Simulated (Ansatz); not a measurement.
The starting structures come from a database of crystals and need not be the phases stable at ambient conditions.

Tunnelling through a barrier is set by its complex band structure: the current falls as exp(−2κd) with the smallest κ.

```
La2NaTaO6
1.0
    5.72444     0.00000     0.00000
   -0.13894     8.28421     0.00000
    0.00000     0.00000     6.02150
Na La Ta O
2 4 2 12
Direct
  0.50000   0.50000   0.50000
  0.00000   0.00000   0.00000
  0.48147   0.25654   0.05852
  0.51853   0.74346   0.94148
  0.01853   0.24346   0.55852
  0.98147   0.75654   0.44148
  0.50000   0.00000   0.50000
  0.00000   0.50000   0.00000
  0.83250   0.57725   0.72502
  0.16750   0.42275   0.27498
  0.66750   0.92275   0.22502
  0.33250   0.07725   0.77498
  0.12420   0.72468   0.06022
  0.87580   0.27532   0.93978
  0.37580   0.77532   0.56022
  0.62420   0.22468   0.43978
  0.21433   0.05205   0.32479
  0.78567   0.94795   0.67521
  0.28567   0.44795   0.82479
  0.71433   0.55205   0.17521
```

Space group of this cell: P2_1/c. The cell is taken as given; by PBEsol its mean pressure is -5.2 GPa.

Transport runs along the normal of the first two printed cell vectors.

The gap is the functional's own, uncorrected, and κ follows it; spin-orbit coupling is left out. Mid-gap values are interpolated between the computed energies.

Problem. Compute, with PBEsol run with Ansatz (a program for electronic structure), the band gap and the smallest decay constant κ at mid-gap.

Solution. Gap 3.97 eV on a 6×4×6 mesh; κ = 0.408 1/Å, at the zone centre.
